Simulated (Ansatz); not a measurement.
Abridged Ansatz (a first-principles code) output:

```
Pseudopotential: Cu, paw, valence charge 19
Pseudopotential: Ga, paw, valence charge 13
Pseudopotential: Se, paw, valence charge 16
Crystal: 8 atoms, lattice volume = 171.835 Å³
Basis set: ecut = 420 eV, 3411 PW (Γ), exchange–correlation on 96×96×96 points (8 copies of the dense FFT grid, shifted against one another)
Bands: 72, of which v1, the nominal top of the filled ones, is band 64 counted from 1 (63 counted from 0)
Symmetry: 8 space group operations
k-points: 59 of 512 (time reversal used)
Functional: x = pbesol(κ = 0.804, μ = 0.12345679012345678), c = pbesol(β = 0.046)
SCF iter   1: F=—  HF=-42365.560662 eV  |F-HF|=—  |Δ(HF+E_count)|=         —  Δρ=5.23e-2  dr2=3.53e0  ethr=3.10e-3  ⟨swp⟩=5.8  Hψ=14182  notcnv=0
SCF iter   2: F=—  HF=-42364.809007 eV  |F-HF|=—  |Δ(HF+E_count)|=   7.52e-1  Δρ=3.79e-2  dr2=1.34e0  ethr=2.76e-3  ⟨swp⟩=3.0  Hψ=8903  notcnv=0  defer=154
SCF 1 converged in 14 iterations: F = -42364.479435 eV  dr2 = 5.68e-11
SCF converged after 14 iterations
Free energy (F): -42364.479435 eV
Internal energy: -42364.478859 eV  (E = F + TS)
E sigma→0 (E₀):  -42364.479147 eV
Entropy (-TS):   -0.000576 eV (-0.072 meV/atom)
Fermi energy:    8.708649 eV
--- Forces (eV/Å), atoms counted from 1 ---
  atom   1  Cu    -0.00000000     0.00000000    -0.00000000
  atom   2  Cu    -0.00000000     0.00000000    -0.00000000
  atom   3  Ga     0.00000000     0.00000000     0.00000000
  atom   4  Ga     0.00000000     0.00000000     0.00000000
  atom   5  Se     0.00000000    -0.00050586     0.00000000
  atom   6  Se     0.00000000     0.00050586     0.00000000
  atom   7  Se     0.00050586     0.00000000     0.00000000
  atom   8  Se    -0.00050586     0.00000000     0.00000000
--- Stress (GPa, compression-positive) ---
       -0.003811       0.000000      -0.000000
        0.000000      -0.003811      -0.000000
       -0.000000      -0.000000       0.002327
  P = ⅓ Tr σ = -0.0018 GPa (-0.018 kbar)
```

What was computed, and what are the main results?

GaCuSe2, 8 atoms in the cell, with Ansatz PBEsol, no spin-orbit coupling, earlier PAW set. The last SCF converged to F = -42364.479435 eV, or -5295.5599 eV per atom, at a pressure of 0.00 GPa. The total energy compares only with runs of the same code, potentials and settings.

Stability against distortions was not tested. All final runs are without spin polarisation. The cell is GaCuSe2 in the chalcopyrite structure (space group I-42d, No. 122).
